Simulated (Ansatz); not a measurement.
HgTe, pressure series

Consider HgTe in the zinc blende structure (space group F-43m, No. 216; a = 6.651 Å).

Cell and atoms are relaxed at each pressure.

Levels (all Ansatz, an electronic-structure program, PAW, earlier PAW set): PBE (420 eV, without spin-orbit coupling); r2SCAN (500 eV, no spin-orbit coupling).

The base cell above is that of PBE; each level relaxes its own structures.

| case | lattice parameter a, PBE | lattice parameter a, r2SCAN |
|---|---|---|
| pressure −2 GPa | 6.808 Å | 6.702 Å |
| pressure −1 GPa | 6.722 Å | ? |
| pressure 0.9 GPa | 6.597 Å | ? |
| pressure 2.1 GPa | 6.533 Å | 6.472 Å |
| pressure 4.5 GPa | 6.430 Å | ? |
| pressure 9 GPa | 6.285 Å | ? |
| pressure 15 GPa | 6.144 Å | 6.116 Å |
| pressure 22.5 GPa | 6.014 Å | 5.991 Å |
| pressure 30 GPa | 5.912 Å | 5.894 Å |

**Question.** Some entries are withheld; estimate them.

**Answer.** 
- pressure −1 GPa, lattice parameter a, r2SCAN: 6.633 Å
- pressure 0.9 GPa, lattice parameter a, r2SCAN: 6.527 Å
- pressure 4.5 GPa, lattice parameter a, r2SCAN: 6.380 Å
- pressure 9 GPa, lattice parameter a, r2SCAN: 6.247 Å

PBE lies above r2SCAN in every row, by 0.018 Å to 0.106 Å. They put the cases in the same order.

Load acts through the strain it causes; cell and atoms are relaxed under it. Stability against distortions was not tested. Tetrahedral semiconductors of this kind turn to denser phases somewhere between about 1 and 50 GPa; those were not computed, so compressed cells here can lie past the real transition. All final runs are without spin polarisation.
